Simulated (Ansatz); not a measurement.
For SnSb (Fm-3m, No. 225, 2 atoms in the cell; start mp-10635), LDA (Ansatz, a first-principles code, plane waves, PAW) gives:

- equilibrium lattice constant a: 6.039 Å
- bulk modulus: 62.6 GPa
- cohesive energy: 3.84 eV/atom

### Question
What does PBEsol (plane waves, PAW; Ansatz) give for the same quantities?

### Answer

- lattice constant a: 6.086 Å (goes up by 0.8 %)
- bulk modulus: 59.1 GPa (falls by 5.6 %)
- cohesive energy: 3.36 eV/atom (shrinks by 0.48 eV/atom)

Changes are worked out from the printed values.

Unless a cell is named, each level is at its own relaxed cell (LDA 27.53, PBEsol 28.18 Å³/atom).

Levels without +SOC leave out spin–orbit coupling, which shifts energies and cells of such heavy elements.

Caveats: the bulk modulus is −V dP/dV from two relaxed cells at ±2 % in volume (LDA, PBEsol); the relaxation could not lower the start's symmetry, so the cell can be a saddle point above a distorted one (LDA, PBEsol). Ansatz's density-functional and Hartree–Fock values are scalar-relativistic unless marked +SOC, with PAW data made under PBE.

A start named mp-… is a Materials Project structure, which need not be a measured phase.
